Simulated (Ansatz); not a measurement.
The structure below was relaxed with r2SCAN/PAW in Ansatz (a quantum-chemistry and plane-wave program), no spin-orbit coupling, at pressure 3 GPa.

Space group Fm-3m (No. 225); a = 6.1895 Å, b = 6.1895 Å, c = 6.1895 Å, α = 90.00°, β = 90.00°, γ = 90.00°

```
atom  site  symmetry       x       y       z
----  ----  --------  ------  ------  ------
I       4a      m-3m  0.0000  0.0000  0.0000
Na      4b      m-3m  0.5000  0.5000  0.5000
```

### Question
Write out a cell with all atoms.

### Answer
```xyz
8
Lattice="6.1895 0.0000 0.0000 0.0000 6.1895 0.0000 0.0000 0.0000 6.1895" Properties=species:S:1:pos:R:3 pbc="T T T"
I      0.0000     0.0000     0.0000
Na     3.0948     0.0000     0.0000
I      0.0000     3.0948     3.0948
Na     3.0948     3.0948     3.0948
I      3.0948     0.0000     3.0948
Na     0.0000     0.0000     3.0948
I      3.0948     3.0948     0.0000
Na     0.0000     3.0948     0.0000
```
This is the conventional cell.

Load acts through the strain it causes; cell and atoms are relaxed under it. Stability against distortions was not tested. The cell was made from NaI in the rock salt structure (space group Fm-3m, No. 225) by this change: pressure 3 GPa.
